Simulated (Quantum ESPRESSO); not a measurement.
**Short convergence ladders for a (100) slab of HfN (cut from a parent of space group no. 225; 8 atoms in the cell)**

```
CELL_PARAMETERS angstrom
      3.18014     0.00000     0.00000
      0.00000     3.18014     0.00000
      0.00000     0.00000    20.74601
ATOMIC_POSITIONS crystal
  Hf 0.00000 0.00000 0.44581
  Hf 0.50000 0.50000 0.33741
  Hf 0.00000 0.00000 0.66259
  Hf 0.50000 0.50000 0.55420
  N  0.00000 0.00000 0.33741
  N  0.50000 0.50000 0.44581
  N  0.00000 0.00000 0.55420
  N  0.50000 0.50000 0.66259
```

Base method: PBEsol, SSSP 1.1.2 precision (PBE) pseudopotentials (plane waves; Quantum ESPRESSO).

Base settings: ecutwfc = 75 Ry; occupations = smearing; smearing = fermi-dirac; degauss = 0.0073499 Ry; input_dft = pbesol; mixing_mode = local-TF; potentials = {Hf: Hf-sp.oncvpsp.upf, N: N.oncvpsp.upf}; K_POINTS = automatic 7 7 1 0 0 0; conv_thr = 1e-10 Ry; mixing_beta = 0.3.

The count of work is k-points × plane waves × bands × iterations; it is no time. Core times come from one kind of shared machine, to one figure; runs under 30 s give none.

**The vacuum**

The mesh stays at the base's, so the ladder's end is converged at best in this setting alone.

Only quantities that move along the ladder and can be compared are tabulated.

| vacuum between outermost atoms (Å) | free energy less the last step's (meV/atom) | largest difference of a force vector from the last step's (eV/Å) |
|---|---|---|
| 3.0 | -108.28 | 1.699 |
| 5.0 | -32.12 | 0.734 |
| 14.0 | -0.02 | 0.000 |
| 17.0 | 0.00 | 0.000 |

Smallest vacuum between outermost atoms (Å) that holds the free energy within 5 meV/atom of the last step, with all finer ones: 14.0; the step before is off by 32 meV/atom.

Smallest vacuum between outermost atoms (Å) that holds the forces within 0.02 eV/Å of the last step, with all finer ones: 14.0; the step before is off by 0.73 eV/Å.

**The plane-wave cutoff**

The mesh stays at the base's, so the ladder's end is converged at best in this setting alone.

Only quantities that move along the ladder and can be compared are tabulated.

```tsv
ecutwfc	free energy less the last step's (meV/atom)	largest difference of a force vector from the last step's (eV/Å)	count of work / last	core time / last (rough)
38 Ry	884.80	0.041	0.38	0.3
52 Ry	119.09	0.006	0.58	0.5
64 Ry	12.64	0.002	0.83	0.9
75 Ry	0.00	0.000	1.0	1
```

Coarsest ecutwfc that holds the forces within 0.02 eV/Å of the last step, with all finer ones: 52 Ry; the step before is off by 0.041 eV/Å.

Coarsest ecutwfc that holds the free energy within 5 meV/atom: not settled: the last two steps still differ by 13 meV/atom, over half the tolerance, so the ladder does not show it.

**The depth of the slab**

On a (100) slab of HfN (cut from a parent of space group no. 225; 4 atoms in the cell), and deeper slabs.

Surface energy = (E_slab − N e_bulk)/2A, with e_bulk from the bulk crystal on its finest mesh (455 k-points); errors per atom of slab and bulk, whose meshes differ, grow with N.

The mesh stays at the base's, so the ladder's end is converged at best in this setting alone.

Only quantities that move along the ladder and can be compared are tabulated.

| atoms | unrelaxed surface energy (J/m²) | count of work / last | core time / last (rough) |
|---|---|---|---|
| 4 | 1.775 | 0.18 | 0.2 |
| 8 | 1.922 | 0.66 | 0.7 |
| 12 | 1.956 | 1.0 | 1 |

Smallest size that holds the unrelaxed surface energy within 0.1 J/m² of the last step, with all finer ones: 8; the step before is off by 0.18 J/m².

On the base run: the starting cell has typed, rounded lattice constants, without a prior relaxation at this level. The slab is cut from that crystal, and its faces are unrelaxed. Its lattice was rescaled by up to half a per cent. Spin polarisation is off, though cut faces can carry moments; the slab shows no gap. In the base run, forces exceed 1 eV/Å.
